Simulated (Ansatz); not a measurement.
Start from BN in the h-BN type structure (space group P6_3/mmc, No. 194; a = 2.501 Å, c = 6.526 Å; layered, stacked along the Cartesian z axis). Axes: x lies along a and z along c of the hexagonal cell.

Calculations: plane-wave PAW DFT at the r2SCAN+rVV10 level (Ansatz, a quantum-chemistry and plane-wave program, 500 eV), no SOC.

Now apply this change: the cell is compressed by 2.46 % along z with no lateral relaxation; the atoms relax in the strained cell.

Predict the stress tensor and what it implies for the stiffness.

Stress of the strained cell less that of the base (GPa, compression positive):
```
   0.03    0.00    0.00
   0.00    0.03    0.00
   0.00    0.00    1.06
```

Then −Δσ_ii/ε with ε = -0.0246 gives secant stiffness values (nonlinear terms included at this strain): C33 ≈ 43 GPa.

Stability against distortions was not tested.
